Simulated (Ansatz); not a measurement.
**How the smallest direct gap on the k points sampled of SrAlHO2 (model structure, started from the SrVO2H type, P4/mmm, No. 123, 5 atoms in the cell) moves with the method**

No measured value is used here.

```json
[
 {"level (code)": "LDA (Ansatz)", "value (eV)": "(withheld)"},
 {"level (code)": "PBE+SOC (Ansatz)", "value (eV)": "3.79"},
 {"level (code)": "PBEsol+SOC (Ansatz)", "value (eV)": "3.68"},
 {"level (code)": "r²SCAN+SOC (Ansatz)", "value (eV)": "4.58"},
 {"level (code)": "HSE06+SOC (Ansatz)", "value (eV)": "5.22"},
 {"level (code)": "PBE0 (Ansatz)", "value (eV)": "(withheld)"},
 {"level (code)": "G0W0@PBEsol (Ansatz)", "value (eV)": "5.99"}
]
```

Q: What belongs in the gaps?

A: 
- LDA (Ansatz, a quantum-chemistry and plane-wave program), value (eV): 3.60
- PBE0 (Ansatz), value (eV): 5.96

At these levels the smallest gap is indirect and lower: LDA 3.45, PBE+SOC 3.53, PBEsol+SOC 3.48, r²SCAN+SOC 4.32, G0W0@PBEsol 5.87 eV. Computed values are for a static lattice. Levels without +SOC have no spin–orbit coupling; where heavier elements are present it shifts gaps, mostly down, and can invert bands.  Values are at the PBEsol cell. Cutoffs and k meshes differ between the levels. Ansatz's density-functional and Hartree–Fock values are scalar-relativistic unless marked +SOC, with PAW data made under PBE.

A model structure was made by putting elements into a prototype or built by hand; it is no filed structure, need not be a known phase, and can be a saddle point held by its symmetry.
